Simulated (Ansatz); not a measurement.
```yaml
crystal:
  lattice:
    - [3.17732, 0.00000, 0.00000]
    - [0.00000, 3.17732, 0.00000]
    - [1.58866, -1.58866, 1.58177]
  atoms:
    - { symbol: W, position: [0.00000, 0.00000, 0.00000] }
```

No spin polarisation.

Calculations: Ansatz (a first-principles code), r2SCAN, PAW, cutoff 500 eV, spin-orbit coupling left out, earlier PAW set. Settings: 29×29×29 k-points, 0.1 eV Fermi–Dirac smearing.

Question: Estimate the pressure (mean of the normal stresses, compression positive).

Answer: -1.0 GPa.

Question: Predict the band gap.

Answer: Zero.

The cells carry an imposed strain or load. Whether these cells are dynamically stable was not tested. The final runs are not spin-polarised. The cell was made from W in the bcc (W type) structure (space group Im-3m, No. 229) by this change: biaxial strain +0.25 %, plane normal [001], relaxed out of plane.
